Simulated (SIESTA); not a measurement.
**A self-consistent single point of V (Im-3m, 1 atom in the cell) with SIESTA**

Method: GGA PBE, numerical atomic orbitals DZP, PseudoDojo PBE standard norm-conserving potentials (rewritten from UPF to PSML) in SIESTA 5.4.2.

This input was run:

```
# files in the folder: V.psml (PseudoDojo PBE standard)
SystemName  V
SystemLabel V

NumberOfAtoms                1
NumberOfSpecies              1
%block ChemicalSpeciesLabel
  1 23 V
%endblock ChemicalSpeciesLabel
LatticeConstant              1.0 Bohr
%block LatticeVectors
    -2.851196100    2.851196100    2.851196100
     2.851196100   -2.851196100    2.851196100
     2.851196100    2.851196100   -2.851196100
%endblock LatticeVectors
AtomicCoordinatesFormat      Ang
%block AtomicCoordinatesAndAtomicSpecies
     0.000000000    0.000000000    0.000000000  1
%endblock AtomicCoordinatesAndAtomicSpecies

XC.functional                GGA
XC.authors                   PBE
PAO.BasisSize                DZP
PAO.EnergyShift              0.005 Ry
MeshCutoff                   350 Ry
%block kgrid.MonkhorstPack
   15   0   0  0.0
    0  15   0  0.0
    0   0  15  0.0
%endblock kgrid.MonkhorstPack
OccupationFunction           FD
ElectronicTemperature        1160.45 K

MaxSCFIterations             150
SCF.Mixer.Method             Pulay
SCF.Mixer.Weight             0.25
SCF.Mixer.History            6
SCF.DM.Tolerance             1.0E-05
Diag.ParallelOverK           true
WriteForces                  true
Charge.Mulliken              end
```

The program printed (abridged):

```
reinit: Reading from file input.fdf

reinit: System Name: V
reinit: System Label: V

coor:   Atomic-coordinates input format  =     Cartesian coordinates
coor:                                          (in Angstroms)

siesta: Atomic coordinates (Bohr) and species
siesta:      0.00000   0.00000   0.00000  1        1

siesta: System type = bulk

initatomlists: Number of atoms, orbitals, and projectors:      1    19    18

siesta: ******************** Simulation parameters ****************************
redata: Spin configuration                          = none
redata: Time-Reversal Symmetry                      = T
redata: Number of Atomic Species                    =        1
redata: Mesh Cutoff                                 =   350.0000 Ry
redata: Net charge of the system                    =     0.0000 |e|
redata: Min. number of SCF Iter                     =        0
redata: Max. number of SCF Iter                     =      150
redata: SCF convergence failure will abort job
redata: SCF mix quantity                            = Hamiltonian
redata: Mix DM or H after convergence               =   F
redata: Recompute H after scf cycle                 =   F
redata: Mix DM in first SCF step                    =   T
redata: No kicks to SCF
redata: DM Mixing Weight for Kicks                  =     0.5000
redata: Require Harris convergence for SCF          =   F
redata: Harris energy tolerance for SCF             =     0.000100 eV
redata: Require DM convergence for SCF              =   T
redata: DM tolerance for SCF                        =     0.000010
redata: Require EDM convergence for SCF             =   F
redata: EDM tolerance for SCF                       =     0.001000 eV
redata: Require H convergence for SCF               =   T
redata: Hamiltonian tolerance for SCF               =     0.001000 eV
redata: Require (free) Energy convergence for SCF   =   F
redata: (free) Energy tolerance for SCF             =     0.000100 eV
redata: Using DFT-D3 dispersion                     =   F
redata: Using Saved Data (generic)                  =   F
redata: Method of Calculation                       = Diagonalization
redata: Electronic Temperature                      =  1160.4500 K
redata: Number of TDED substeps                     =        3
redata: Dynamics option                             = Single-point calculation
redata: Save all siesta data in one NC              =   F
redata: ***********************************************************************

%block SCF.Mixers
  Pulay
%endblock SCF.Mixers

%block SCF.Mixer.Pulay
  # Mixing method
  method pulay
  variant stable

  # Mixing options
  weight 0.2500
  weight.linear 0.2500
  history 6
%endblock SCF.Mixer.Pulay

DM_history_depth set to one: no extrapolation allowed by default for geometry relaxation
Size of DM history Fstack: 1
Total number of electrons:    13.000000
Total ionic charge:    13.000000

* ProcessorY, Blocksize:    1  20

* Orbital distribution balance (max,min):    19    19

 Kpoints in:         1800 . Kpoints trimmed:         1688

siesta: k-grid: Number of k-points = 1688
siesta: k-points from Monkhorst-Pack grid
siesta: k-cutoff (effective) =    19.600 Ang
siesta: k-point supercell and displacements
siesta: k-grid:    15     0     0      0.000
siesta: k-grid:     0    15     0      0.000
siesta: k-grid:     0     0    15      0.000

diag: Algorithm                                     = D&C
diag: Parallel over k                               =   F
diag: Use parallel 2D distribution                  =   F
diag: Parallel block-size                           = 20
diag: Parallel distribution                         =     1 x     1
diag: Used triangular part                          = Lower
diag: Absolute tolerance                            =  0.100E-15
diag: Orthogonalization factor                      =  0.100E-05
diag: Memory factor                                 =  1.0000

superc: Internal auxiliary supercell:     9 x     9 x     9  =     729
superc: Number of atoms, orbitals, and projectors:    729  13851  13122

                        Single-point calculation

superc: Internal auxiliary supercell:     9 x     9 x     9  =     729
superc: Number of atoms, orbitals, and projectors:    729  13851  13122

outcell: Unit cell vectors (Ang):
       -1.508788    1.508788    1.508788
        1.508788   -1.508788    1.508788
        1.508788    1.508788   -1.508788

outcell: Cell vector modules (Ang)   :    2.613297    2.613297    2.613297
outcell: Cell angles (23,13,12) (deg):    109.4712    109.4712    109.4712
outcell: Cell volume (Ang**3)        :     13.7387
new_DM -- step:     1
Initializing Density Matrix...

Attempting to read DM from file... Failed...
DM filled with atomic data:

InitMesh: MESH = 30 x 30 x 30 = 27000
InitMesh: Mesh cutoff (required, used) =   350.000   546.334 Ry

stepf: Fermi-Dirac step function

        iscf     Eharris(eV)        E_KS(eV)     FreeEng(eV)     dDmax    Ef(eV) dHmax(eV)
   scf:    1    -1993.855272    -2006.889936    -2006.936729  0.960917 -6.456873  6.260724
   scf:    2    -2008.564701    -2007.854124    -2007.908066  0.134884 -7.137565  2.461890
   scf:    3    -2008.089268    -2008.026832    -2008.083737  0.080933 -7.604068  0.033068
   scf:    4    -2008.027103    -2008.027037    -2008.083839  0.003562 -7.592818  0.045535
   scf:    5    -2008.027033    -2008.027041    -2008.083879  0.004167 -7.604226  0.006869
   scf:    6    -2008.027018    -2008.027030    -2008.083880  0.000254 -7.606838  0.002090
   scf:    7    -2008.027041    -2008.027036    -2008.083880  0.000170 -7.605933  0.002751
   scf:    8    -2008.027029    -2008.027033    -2008.083880  0.000095 -7.606466  0.000007
   scf:    9    -2008.027033    -2008.027033    -2008.083880  0.000000 -7.606462  0.000004

SCF Convergence by DM+H criterion
max |DM_out - DM_in|         :     0.0000004420
max |H_out - H_in|      (eV) :     0.0000044347
SCF cycle converged after 9 iterations

Using DM_out to compute the final energy and forces

siesta: E_KS(eV) =            -2008.0270

siesta: E_KS - E_eggbox =     -2008.0270

siesta: Atomic forces (eV/Ang):
     1    0.000000    0.000000   -0.000000
   Tot    0.000000    0.000000   -0.000000
   Max    0.000000
   Res    0.000000    sqrt( Sum f_i^2 / 3N )
   Max    0.000000    constrained

Stress tensor Voigt[x,y,z,yz,xz,xy] (kbar):       48.07       48.07       48.07        0.06        0.06        0.06
(Free)E + p*V (eV/cell)    -2008.4961
Target enthalpy (eV/cell)    -2008.0839

siesta: Program's energy decomposition (eV):
siesta: Ebs     =      -458.931964
siesta: Eions   =      3034.674619
siesta: Ena     =       471.859668
siesta: Ekin    =       828.832710
siesta: Enl     =        15.765853
siesta: Eso     =         0.000000
siesta: Edftu   =         0.000000
siesta: DEna    =        21.027071
siesta: DUscf   =         0.418949
siesta: DUext   =         0.000000
siesta: Ex      =      -291.957430
siesta: Ec      =       -19.299234
siesta: Exc     =      -311.256664
siesta: Eharris =     -2008.027033
siesta: Etot    =     -2008.027033
siesta: FreeEng =     -2008.083880

siesta: Stress tensor (static) (eV/Ang**3):
siesta:     0.030003    0.000040    0.000040
siesta:     0.000040    0.030003    0.000040
siesta:     0.000040    0.000040    0.030003

siesta: Cell volume =         13.738669 Ang**3

siesta: Pressure (static):
siesta:                Solid            Molecule  Units
siesta:          -0.00032678         -0.00032678  Ry/Bohr**3
siesta:          -0.03000312         -0.03000312  eV/Ang**3
siesta:         -48.07030071        -48.07030071  kBar

mulliken: Atomic and Orbital Populations:

Species: V
Atom  Qatom  Qorb
               3s      4s      4s      3py     3pz     3px     4py     4pz
               4px     3dxy    3dyz    3dz2    3dxz    3dx2-y2 3dxy    3dyz
               3dz2    3dxz    3dx2-y2
   1 13.000   1.898   0.066   0.251   1.976   1.976   1.976   0.358   0.358
              0.358   0.933   0.933   0.800   0.933   0.800  -0.118  -0.118

             -0.131  -0.118  -0.131

mulliken: Qtot =       13.000

Mulliken Atomic Populations:
Atom #   charge [q] valence [e]  Species
     1    -0.000000   13.000000  V
 Total    -0.000000
```

The run converged in 9 iterations.

The starting cell has typed, rounded lattice constants, without a prior relaxation at this level. Its lattice was rescaled by a random factor within 2.5 % of one. Spin polarisation is off. Values carry the incompleteness of an atom-centred basis. With a pressure of about -5 GPa the cell is away from its equilibrium volume at this level.

Cost on one core of a shared machine: roughly 60 s.
